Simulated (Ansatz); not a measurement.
Effect of isotropic strain +0.99 % on NiSi2

The reference is NiSi2 (space group Fm-3m, No. 225; a = 5.4446 Å; non-magnetic).

The change: every lattice vector is stretched by 0.99 %, atoms relaxed at fixed cell.

All numbers come from PBE (Ansatz, a first-principles code; PAW; 420 eV plane waves; spin-orbit coupling left out). k-mesh 15×15×15 (Γ-centred); smearing 0.05 eV (Fermi–Dirac).

| quantity | base | changed | shift |
|---|---|---|---|
| volume per atom | 13.45 Å³ | 13.85 Å³ | +0.40 Å³ |
| space group | Fm-3m (No. 225) | Fm-3m (No. 225) | – |
| energy relative to the base (free energy F) | 0 meV/atom | +5.2 meV/atom | +5.2 meV/atom |
| pressure | 0.0 GPa | -4.0 GPa | -4.0 GPa |
| band gap | zero | zero | – |

Cost of the whole job for the changed cell (relaxation, final SCF and bands): roughly 11 core-seconds.

Whether these cells are dynamically stable was not tested. Starting moments died away, wholly or in part, for the base; another magnetic solution may exist. All final runs are without spin polarisation.
